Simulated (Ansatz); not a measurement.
# Several settings converged on Be3Ir (I4/mmm, 4 atoms in the cell)

```xyz
4
Lattice="-1.6235 1.6235 3.6074 1.6235 -1.6235 3.6074 1.6235 1.6235 -3.6074" Properties=species:S:1:pos:R:3 pbc="T T T"
Be     0.0000     1.6235     1.8037
Be     1.6235     0.0000     1.8037
Be     0.0000     0.0000     3.6074
Ir     0.0000     0.0000     0.0000
```

Base method: LDA (PW92), default PAW files made with PBE (plane waves; Ansatz, a program for electronic structure).

Base settings: basis.ecutwfc = 30.9 Ry; kpoints.mp_grid.grid = 14 14 14; hamiltonian.xc = lda; hamiltonian.pseudopotentials = {kind: paw} (the program's default PAW files); scf.occupations.method = fermi_dirac; scf.occupations.width = 0.0073 Ry.

Core times come from one kind of shared machine, to one figure; runs under 30 s give none.

**Zone-centre phonons against the cutoff**

In this ladder: phonons.method = dfpt.

The mesh stays at the base's, so the ladder's end is converged at best in this setting alone.

Frequencies are those of the unrelaxed cell, without the LO-TO term of polar crystals.

Only quantities that move along the ladder and can be compared are tabulated.

```csv
basis.ecutwfc,highest zone-centre frequency (cm⁻¹),lowest optical frequency (cm⁻¹),core time / last (rough)
15.4 Ry,514.6,136.9,0.2
18.4 Ry,533.9,113.7,0.3
21.7 Ry,542.6,115.4,0.3
26.1 Ry,538.8,109.0,0.5
30.9 Ry,538.3,109.6,0.5
46.3 Ry,538.2,109.8,1
```

Coarsest basis.ecutwfc that holds the lowest optical frequency within 1 cm⁻¹ of the last step, with all finer ones: 26.1 Ry; the step before is off by 5.6 cm⁻¹.

Coarsest basis.ecutwfc that holds the highest zone-centre frequency within 5 cm⁻¹ of the last step, with all finer ones: 18.4 Ry, at about 0.3 of the last step's time; the step before is off by 24 cm⁻¹.

**Zone-centre phonons against the mesh**

In this ladder: phonons.method = dfpt.

Frequencies are those of the unrelaxed cell, without the LO-TO term of polar crystals.

Only quantities that move along the ladder and can be compared are tabulated.

| kpoints.mp_grid.grid | highest zone-centre frequency (cm⁻¹) | lowest optical frequency (cm⁻¹) | core time / last (rough) |
|---|---|---|---|
| 4 4 4 | 540.3 | 110.2 | – |
| 6 6 6 | 546.4 | 99.1 | – |
| 9 9 9 | 537.9 | 111.7 | 0.03 |
| 21 21 21 | 539.2 | 108.3 | 0.5 |
| 26 26 26 | 539.3 | 108.1 | 1 |

Coarsest kpoints.mp_grid.grid that holds the highest zone-centre frequency within 5 cm⁻¹ of the last step, with all finer ones: 9 9 9, at about 0.03 of the last step's time; the step before is off by 7.1 cm⁻¹.

Coarsest kpoints.mp_grid.grid that holds the lowest optical frequency within 1 cm⁻¹ of the last step, with all finer ones: 21 21 21; the step before is off by 3.7 cm⁻¹.

**The force threshold of a relaxation**

On Be3Ir (I4mm, 4 atoms in the cell): one atom moved by 0.15 angstrom.

In this ladder: relax = atoms.

The mesh stays at the base's, so the ladder's end is converged at best in this setting alone.

Only quantities that move along the ladder and can be compared are tabulated.

| relax.f_tol | free energy less the last step's (meV/atom) | largest force left (eV/Å) | relaxation steps | core time / last (rough) |
|---|---|---|---|---|
| 0.2 eV/Å | 2.22 | 0.1612 | 2 | – |
| 0.05 eV/Å | 0.01 | 0.0066 | 4 | 0.6 |
| 0.02 eV/Å | 0.01 | 0.0066 | 5 | 0.7 |
| 0.005 eV/Å | 0.00 | 0.0012 | 6 | 0.9 |
| 0.001 eV/Å | 0.00 | 0.0001 | 7 | 1 |

Coarsest relax.f_tol that holds the free energy within 0.05 meV/atom of the last step, with all finer ones: 0.05 eV/Å; the step before is off by 2.2 meV/atom.

Coarsest relax.f_tol that holds the largest force left within 0.02 eV/Å of the last step, with all finer ones: 0.05 eV/Å; the step before is off by 0.16 eV/Å.

On the base run: the starting cell comes from a database of computed structures (which also holds hypothetical and non-ambient phases and stackings), without a prior relaxation at this level. Its lattice was rescaled by up to half a per cent. Spin polarisation is off. In the base run, with a pressure of about -4 GPa the cell is away from its equilibrium volume at this level.

Keys are those of Ansatz 0.2.
